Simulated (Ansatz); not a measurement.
A dielectric-response calculation of Sr4SeS3 (C2/m, 8 atoms in the cell) with Ansatz (an electronic-structure program).

Method of the run: PBEsol, default PAW files made with PBE (plane waves; Ansatz).

```xyz
8
Lattice="7.1048 -2.1421 0.0000 7.1048 2.1421 0.0000 -1.2942 0.0000 7.3111" Properties=species:S:1:pos:R:3 pbc="T T T"
Sr     5.1636     0.0000     0.8746
Sr     7.7519     0.0000     6.4366
Sr    11.5708     0.0000     4.5993
Sr     1.3446     0.0000     2.7118
Se     6.4577     0.0000     3.6556
S     10.3492     0.0000     1.8220
S      2.5662     0.0000     5.4891
S      0.0000     0.0000     0.0000
```

Reference input (self-consistent single point, DFT, PBEsol, plane waves, default PAW files made with PBE): kpoints.mp_grid.grid = 5 5 3; hamiltonian.xc = pbesol; hamiltonian.pseudopotentials = {kind: paw} (the program's default PAW files); scf.occupations.method = fixed. This run's input differs from it in these lines:

```diff
@@ -25,6 +25,3 @@
     method: fixed
-output:
-  forces: true
-  eigenvalues: true
-  stress: true
+dielectric: {}
```

The program printed (abridged):

```
SCF iter   1: F=—  HF=-22065.059710 eV  |F-HF|=—  |Δ(HF+E_count)|=         —  Δρ=4.13e-3  dr2=7.62e-2  ethr=1.77e-3  ⟨swp⟩=6.8  Hψ=7467  notcnv=0  defer=207
all-band conjugate gradients solve this SCF's bands
preconditioner: auto → Resta (q_TF=auto, 2.271 Å⁻¹)
SCF iter   2: F=—  HF=-22065.040618 eV  |F-HF|=—  |Δ(HF+E_count)|=   1.91e-2  Δρ=1.33e-3  dr2=5.59e-3  ethr=1.03e-4  ⟨swp⟩=3.0  Hψ=2652  notcnv=0  defer=226
   [... lines left out ...]
SCF iter   6: F=—  HF=-22065.039993 eV  |F-HF|=—  |Δ(HF+E_count)|=   1.03e-4  Δρ=8.96e-6  dr2=1.53e-7  ethr=5.39e-9  ⟨swp⟩=2.0  Hψ=2115  notcnv=0  defer=214
SCF iter   7: F=—  HF=-22065.039994 eV  |F-HF|=—  |Δ(HF+E_count)|=   1.33e-7  Δρ=2.51e-6  dr2=1.59e-8  ethr=2.07e-10  ⟨swp⟩=2.0  Hψ=2998  notcnv=0  defer=214
SCF iter   8: F=—  HF=-22065.039994 eV  |F-HF|=—  |Δ(HF+E_count)|=   1.31e-8  Δρ=5.91e-7  dr2=1.08e-9  ethr=2.14e-11  ⟨swp⟩=2.0  Hψ=2998  notcnv=0  defer=214
SCF iter   9: F=-22065.039994 eV  HF=-22065.039994 eV  |F-HF|=1.46e-11  |Δ(HF+E_count)|=  2.73e-10  Δρ=1.75e-7  dr2=6.90e-11  ethr=1.00e-12  ⟨swp⟩=20.7  Hψ=11531  notcnv=0
SCF 1 converged in 9 iterations: F = -22065.039994 eV  dr2 = 6.90e-11
DFPT response loops at Γ: preconditioner auto → Resta (q_TF=auto, 2.271 Å⁻¹)  ε∞=5.1 (no band partly filled) …
── the response to a field inside a basis, on 8×8×4 k-points: an SCF that follows is theirs, and a resumed run solves both again ──
Crystal: 8 atoms, lattice volume = 222.540 Å³
Bands: 38, of which v1, the nominal top of the filled ones, is band 37 counted from 1 (36 counted from 0)
k-points: 72 of 256
Initial density: handed on by an earlier stage of this run
Initial wavefunctions: pseudopotential atomic-orbital guess (no wavefunctions were taken with the density)
Eigensolver: Dense (72 Hₖ)
   [... lines left out ...]
Free energy (F): -22065.039994 eV
Fermi energy:    6.075074 eV
   [... lines left out ...]
        -0.00519   -0.00000   -2.42459
    site 7:
        -2.40522   -0.00000   -0.00361
        -0.00000   -2.42042   -0.00000
        -0.01246   -0.00000   -2.44992
  Z* charge neutrality: 3.701e-2 e pre-enforcement
  solved inside a basis spanned on kpoints, on 8×8×4 k-points, its susceptibility summed on 8×8×6: ε∞ is read to err by 2.2e-2, Z* by 2.7e-2 e (field_mesh …
```

The run converged in 13 iterations. 

Summary of the result:
```
Property                                                                                                                                                   Result
----------------------------------------------------------------------------------------  -----------------------------------------------------------------------
Free energy E − TS (on the zero of these files)                                                                                                    -22065.0400 eV
Top of the valence band (on the code's own zero)                                                                                                          6.08 eV
Gap on the k-point mesh                                                                                                                                   2.29 eV
ε∞ at this k-point mesh, which may be far from converged in small-gap cells (xx, yy, zz)                                                         4.95, 4.96, 4.95
Born charges at this mesh (mean of the diagonal, e)                                       Sr 2.40, Sr 2.40, Sr 2.38, Sr 2.38, Se -2.29, S -2.43, S -2.43, S -2.43
```

The starting cell comes from a database of computed structures (which also holds hypothetical and non-ambient phases and stackings), without a prior relaxation at this level. Its lattice was rescaled by a random factor within 2.5 % of one.

Cost on one core of a shared machine: roughly 7 min.

Keys are those of Ansatz 0.2.
